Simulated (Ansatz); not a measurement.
## CuI (R-3m, No. 166, 4 atoms in the cell; start mp-23306; a measured phase of this formula has another space group)

Computed with r²SCAN in Ansatz (PAW).

Numerical settings: plane-wave cutoff 560 eV, 14×14×14 k mesh, Fermi–Dirac smearing 0.05 eV, no spin polarisation, scalar-relativistic PAW data made under PBE.

Cell (relaxed at this level):

```cif
data_Cu6I6
_chemical_formula_sum 'Cu6 I6'
_space_group_name_H-M_alt 'R-3m :H'
_space_group_IT_number 166
_space_group_name_Hall '-R 3 2"'
_cell_length_a 4.38587
_cell_length_b 4.38587
_cell_length_c 20.53300
_cell_angle_alpha 90.000
_cell_angle_beta 90.000
_cell_angle_gamma 120.000
loop_
_atom_site_label
_atom_site_type_symbol
_atom_site_symmetry_multiplicity
_atom_site_Wyckoff_symbol
_atom_site_fract_x
_atom_site_fract_y
_atom_site_fract_z
_atom_site_occupancy
Cu1 Cu 6 c 0.00000 0.00000 0.12224 1
I1 I 3 a 0.00000 0.00000 0.00000 1
I2 I 3 b 0.00000 0.00000 0.50000 1
```
(The calculation used a cell of 4 atoms; values per cell refer to that cell.)

```
Item                                                  Result
--------  --------------------------------------------------
band gap  0.09 eV (under three smearing widths, so not firm)
```

Spin–orbit coupling is not included; it can close the smallest gap of 0.09 eV.

Static lattice: no zero-point or thermal effects.

The result took very roughly 2.3 core-minutes.

A start named mp-… is a Materials Project structure, which need not be a measured phase.

Ansatz is an electronic-structure program.
